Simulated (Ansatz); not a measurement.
Take BeSe in the zinc blende structure (space group F-43m, No. 216; a = 5.1289 Å) as the base.

Computed with PBEsol in Ansatz (plane waves to 420 eV, PAW, no spin-orbit coupling).

One change was made to it. Results:

```csv
quantity,base,after
band gap,2.47 eV,2.11 eV
lattice parameter a,5.129 Å,4.890 Å
smallest direct gap,4.28 eV,4.91 eV
```

What was done to the base?
(A) pressure −2 GPa
(B) pressure 15 GPa
(C) pressure 30 GPa
(D) pressure −1 GPa

B, pressure 15 GPa. For comparison, the band gap in the other runs: pressure −2 GPa gives 2.52 eV; pressure −1 GPa gives 2.49 eV; pressure 30 GPa gives 1.82 eV.

Load acts through the strain it causes; cell and atoms are relaxed under it. No phonon test of stability was made. Competing high-pressure phases were not computed.

Ansatz is a quantum-chemistry and plane-wave program.
